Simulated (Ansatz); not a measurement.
**WC: response to strain**

Consider WC (space group P-6m2, No. 187; relaxed with 0.1 eV smearing).

```xyz
2
Lattice="2.9127 0.0000 0.0000 -1.4563 2.5225 0.0000 0.0000 0.0000 2.8354" Properties=species:S:1:pos:R:3 pbc="T T T"
W      0.0000     0.0000     0.0000
C      0.0000     1.6816     1.4177
```

Cartesian axes are those of the cell as printed.

Strains are applied to the cell and any free atomic positions relax.

Calculations: r2SCAN/PAW in Ansatz (a program for electronic structure), scalar-relativistic without spin-orbit coupling.

Notes on the quantities. energy relative to the base: free energy F; pressure: mean of the normal stresses, compression positive.

```tsv
change	energy relative to the base	pressure	volume per atom
base	0 meV/atom	0.0 GPa	10.42 Å³
tensor shear ε_xz = +0.29 %	[?]	0.0 GPa	10.42 Å³
tensor shear ε_xz = +1.71 %	+12 meV/atom	[?]	10.41 Å³
tensor shear ε_xz = +1.14 %	[?]	0.2 GPa	10.41 Å³
tensor shear ε_xz = +2.00 %	+16 meV/atom	0.7 GPa	10.41 Å³
tensor shear ε_xz = +0.86 %	+3.0 meV/atom	0.1 GPa	10.42 Å³
tensor shear ε_xz = +0.57 %	+1.3 meV/atom	0.1 GPa	10.42 Å³
tensor shear ε_xz = +1.43 %	+8.4 meV/atom	0.4 GPa	10.41 Å³
```

**Question.** Some entries are withheld; estimate them.

**Answer.** 
- tensor shear ε_xz = +0.29 %, energy relative to the base: +0.3 meV/atom
- tensor shear ε_xz = +1.71 %, pressure: 0.5 GPa
- tensor shear ε_xz = +1.14 %, energy relative to the base: +5.3 meV/atom

No phonon test of stability was made. The final runs are not spin-polarised.
